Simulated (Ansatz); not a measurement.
Results of PBE0 in Ansatz (PAW) for AlB2-type MgB₂.

Settings: plane-wave cutoff 460 eV, 12×12×8 k mesh (along the axes of the cell as run), Fermi–Dirac smearing 0.05 eV, scalar-relativistic PAW data made under PBE.

Computed at the level's own relaxed cell.

Problem. Predict the equilibrium lattice constant a and lattice parameter c.

Solution. 
equilibrium lattice constant a: 3.072 Å
lattice parameter c: 3.490 Å

Measured, for comparison: lattice constant a 3.083 Å, lattice parameter c 3.521 Å (300 K, no zero-point or thermal correction; as tabulated in Loa et al. (2002), arXiv:cond-mat/0206051). Computed (rounded) less measured: lattice constant a -0.4 %, lattice parameter c -0.9 %. A static lattice is as a rule a little smaller and stiffer than an uncorrected measurement, which narrows the difference in the lattice constant a, lattice parameter c and would widen misses of the other sign.

Static lattice: no zero-point or thermal effects.

Computing time: very roughly 25 core-minutes.

Ansatz is an electronic-structure program.
